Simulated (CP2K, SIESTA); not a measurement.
A SIESTA input for a self-consistent single point of ZnGa₂Se₄ (I-4, 7 atoms in the cell) (DFT, LDA PW92, numerical atomic orbitals DZP, PseudoDojo LDA standard norm-conserving potentials (rewritten from UPF to PSML)):

```
# files in the folder: Zn.psml Ga.psml Se.psml (PseudoDojo LDA standard)
SystemName  Zn(GaSe2)2
SystemLabel zn(gase2)2

NumberOfAtoms                7
NumberOfSpecies              3
%block ChemicalSpeciesLabel
  1 30 Zn
  2 31 Ga
  3 34 Se
%endblock ChemicalSpeciesLabel
LatticeConstant              1.0 Ang
%block LatticeVectors
    -2.734302000    2.734302000    5.385151000
     2.734302000   -2.734302000    5.385151000
     2.734302000    2.734302000   -5.385151000
%endblock LatticeVectors
AtomicCoordinatesFormat      Ang
%block AtomicCoordinatesAndAtomicSpecies
     0.000000000    0.000000000    5.385151000  1
     2.734302000    0.000000000    2.692575500  2
     0.000000000    0.000000000    0.000000000  2
    -1.327558307    1.445406723    3.961532482  3
     1.445406723    1.327558307    6.808769518  3
     4.061860307    1.288895277   -1.423618518  3
     1.288895277    1.406743693    1.423618518  3
%endblock AtomicCoordinatesAndAtomicSpecies

XC.functional                LDA
XC.authors                   PW92
PAO.BasisSize                DZP
PAO.EnergyShift              0.01 Ry
MeshCutoff                   400 Ry
%block kgrid.MonkhorstPack
    3   0   0  0.0
    0   3   0  0.0
    0   0   3  0.0
%endblock kgrid.MonkhorstPack
OccupationFunction           FD
ElectronicTemperature        50.0 meV

MaxSCFIterations             150
SCF.Mixer.Method             Broyden
SCF.Mixer.Weight             0.25
SCF.Mixer.History            8
SCF.DM.Tolerance             1.0E-04
Diag.ParallelOverK           true
WriteForces                  true
```

**Question.** Translate this input to CP2K.

**Answer.** One input that does it (others would too):

```
&GLOBAL
  PROJECT run
  RUN_TYPE ENERGY_FORCE
  PRINT_LEVEL MEDIUM
&END GLOBAL
&FORCE_EVAL
  METHOD Quickstep
  STRESS_TENSOR ANALYTICAL
  &DFT
    BASIS_SET_FILE_NAME BASIS_MOLOPT
    POTENTIAL_FILE_NAME GTH_POTENTIALS
    &QS
      METHOD GPW
      EPS_DEFAULT 1E-10
    &END QS
    &MGRID
      CUTOFF 600
      REL_CUTOFF 60
      NGRIDS 5
    &END MGRID
    &SCF
      SCF_GUESS ATOMIC
      EPS_SCF 1E-7
      MAX_SCF 100
      ADDED_MOS 11
      &DIAGONALIZATION
        ALGORITHM STANDARD
      &END DIAGONALIZATION
      &MIXING
        METHOD BROYDEN_MIXING
        ALPHA 0.4
        NBUFFER 10
      &END MIXING
      &SMEAR ON
        METHOD FERMI_DIRAC
        ELECTRONIC_TEMPERATURE [K] 580.23
      &END SMEAR
    &END SCF
    &KPOINTS
      SCHEME MONKHORST-PACK 3 3 3
    &END KPOINTS
    &XC
      &XC_FUNCTIONAL PADE
      &END XC_FUNCTIONAL
    &END XC
    &PRINT
      &MO
        EIGENVALUES T
        OCCUPATION_NUMBERS T
        NDIGITS 8
        FILENAME mo
        &EACH
          QS_SCF 0
        &END EACH
        ADD_LAST NUMERIC
      &END MO
      &MULLIKEN ON
      &END MULLIKEN
    &END PRINT
  &END DFT
  &SUBSYS
    &CELL
      A 6.62968100 0.00000000 0.00000000
      B 2.11881000 6.28198300 0.00000000
      C -4.37424600 -3.14099100 3.86688700
      PERIODIC XYZ
    &END CELL
    &COORD
      SCALED
      Zn       0.50000000     0.50000000     0.00000000
      Ga       0.25000000     0.75000000     0.50000000
      Ga       0.00000000     0.00000000     0.00000000
      Se       0.63213000     0.12506000     0.02155000
      Se       0.87494000     0.89649000     0.50707000
      Se       0.10351000     0.61058000     0.97845000
      Se       0.38942000     0.36787000     0.49293000
    &END COORD
    &KIND Zn
      BASIS_SET DZVP-MOLOPT-SR-GTH
      POTENTIAL GTH-PADE-q12
    &END KIND
    &KIND Ga
      BASIS_SET DZVP-MOLOPT-SR-GTH
      POTENTIAL GTH-PADE-q13
    &END KIND
    &KIND Se
      BASIS_SET DZVP-MOLOPT-SR-GTH
      POTENTIAL GTH-PADE-q6
    &END KIND
  &END SUBSYS
  &PRINT
    &FORCES ON
    &END FORCES
    &STRESS_TENSOR ON
    &END STRESS_TENSOR
  &END PRINT
&END FORCE_EVAL
```

Basis settings and potentials, where a program has them, do not carry over. This input uses DFT LDA (Pade form), GPW, DZVP-MOLOPT-SR-GTH basis, GTH-PADE potentials (GTH_POTENTIALS). LDA parametrisations can differ slightly between programs.

The starting cell comes from a database of computed structures (which also holds hypothetical and non-ambient phases and stackings), without a prior relaxation at this level. Its lattice was rescaled by a random factor within 2.5 % of one.
